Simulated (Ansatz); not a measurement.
Electronic density of states of amorphous Si24O53P2, density 2.21 g/cm³, on a 2×2×2 Γ-centred mesh with a Gaussian width of 0.1 eV; energies count from the Fermi level, whose place inside the gap is arbitrary. Cell and mesh are small, so fine structure isn't converged. The numbers are results of PBE, scalar-relativistic without spin-orbit coupling (plane waves to 420 eV, PAW; Ansatz, an electronic-structure program), not measurements. Sampling: a 2×2×2 Γ-centred mesh; Fermi-Dirac width 0.02 eV; no spin polarisation. At PBE the levels at the filled edge of the gap are localised (band-tail or defect states), and the nearest spread-out levels lie 5.4 eV apart at the zone centre.

Preparation: random packing, a CHGNet melt and quench, and a DFT relaxation. O atoms were pushed apart under 1.9 Å during the dynamics, to hinder bonds among them. The hot cell started wider than the set density and was brought back towards it in steps. It is the lowest in DFT energy of 2 quenches. It is a model cell: composition and starting density were chosen by hand, and all elements were melted together. No dispersion term was used. Its density started from a set value of 2.21 and ended at 2.21 g/cm³. Cooling (nominally 480 K/ps over its main leg) ran many orders faster than in experiment, which tends to leave more defects and strain. A cell of this size samples the disorder only roughly. The volume was held where the preparation left it and the shape relaxed, at a PBE pressure of -0.5 GPa (tension).

```
E - EF (eV)  states/(eV atom)
-----------  ----------------
-12.00                   0.16
-11.90                   0.18
-11.80                   0.15
-11.70                   0.11
-11.60                   0.12
-11.50                   0.12
-11.40                   0.16
-11.30                   0.19
-11.20                   0.18
-11.10                   0.24
-11.00                   0.25
-10.90                   0.17
-10.80                   0.13
-10.70                   0.14
-10.60                   0.19
-10.50                   0.24
-10.40                   0.22
-10.30                   0.25
-10.20                   0.24
-10.10                   0.21
-10.00                   0.25
-9.90                    0.28
-9.80                    0.22
-9.70                    0.19
-9.60                    0.19
-9.50                    0.13
-9.40                    0.16
-9.30                    0.25
-9.20                    0.29
-9.10                    0.28
-9.00                    0.26
-8.90                    0.26
-8.80                    0.31
-8.70                    0.42
-8.60                    0.56
-8.50                    0.66
-8.40                    0.66
-8.30                    0.59
-8.20                    0.45
-8.10                    0.35
-8.00                    0.33
-7.90                    0.30
-7.80                    0.24
-7.70                    0.15
-7.60                    0.11
-7.50                    0.21
-7.40                    0.34
-7.30                    0.48
-7.20                    0.44
-7.10                    0.25
-7.00                    0.27
-6.90                    0.34
-6.80                    0.31
-6.70                    0.24
-6.60                    0.25
-6.50                    0.43
-6.40                    0.45
-6.30                    0.49
-6.20                    0.56
-6.10                    0.62
-6.00                    0.65
-5.90                    0.61
-5.80                    0.63
-5.70                    0.69
-5.60                    0.74
-5.50                    0.72
-5.40                    0.76
-5.30                    0.75
-5.20                    0.74
-5.10                    0.84
-5.00                    0.90
-4.90                    0.93
-4.80                    0.86
-4.70                    0.80
-4.60                    0.83
-4.50                    0.84
-4.40                    0.80
-4.30                    0.77
-4.20                    0.73
-4.10                    0.74
-4.00                    0.70
-3.90                    0.67
-3.80                    0.63
-3.70                    0.56
-3.60                    0.49
-3.50                    0.55
-3.40                    0.58
-3.30                    0.47
-3.20                    0.26
-3.10                    0.13
-3.00                    0.22
-2.90                    0.32
-2.80                    0.40
-2.70                    0.35
-2.60                    0.15
-2.50                    0.02
-2.40                    0.00
-2.30                    0.00
-2.20                    0.05
-2.10                    0.13
-2.00                    0.06
-1.90                    0.01
-1.80                    0.00
-1.70                    0.00
-1.60                    0.00
-1.50                    0.00
-1.40                    0.00
-1.30                    0.00
-1.20                    0.00
-1.10                    0.00
-1.00                    0.00
-0.90                    0.00
-0.80                    0.00
-0.70                    0.00
-0.60                    0.00
-0.50                    0.00
-0.40                    0.00
-0.30                    0.00
-0.20                    0.00
-0.10                    0.00
0.00                     0.00
0.10                     0.00
0.20                     0.00
0.30                     0.00
0.40                     0.00
0.50                     0.00
0.60                     0.00
0.70                     0.00
0.80                     0.00
0.90                     0.00
1.00                     0.00
1.10                     0.00
1.20                     0.00
1.30                     0.00
1.40                     0.00
1.50                     0.00
1.60                     0.00
1.70                     0.00
1.80                     0.00
1.90                     0.00
2.00                     0.01
2.10                     0.01
2.20                     0.00
2.30                     0.00
2.40                     0.03
2.50                     0.05
2.60                     0.04
2.70                     0.06
2.80                     0.07
2.90                     0.05
3.00                     0.06
3.10                     0.06
3.20                     0.07
3.30                     0.11
3.40                     0.09
3.50                     0.07
3.60                     0.08
3.70                     0.08
3.80                     0.08
3.90                     0.13
4.00                     0.17
4.10                     0.18
4.20                     0.21
4.30                     0.23
4.40                     0.23
4.50                     0.21
4.60                     0.26
4.70                     0.33
4.80                     0.27
4.90                     0.28
5.00                     0.31
5.10                     0.32
5.20                     0.35
5.30                     0.40
5.40                     0.47
5.50                     0.55
5.60                     0.55
5.70                     0.53
5.80                     0.52
```

The level gap on this mesh is 4.14 eV; the broadening fills part of it in the curve.
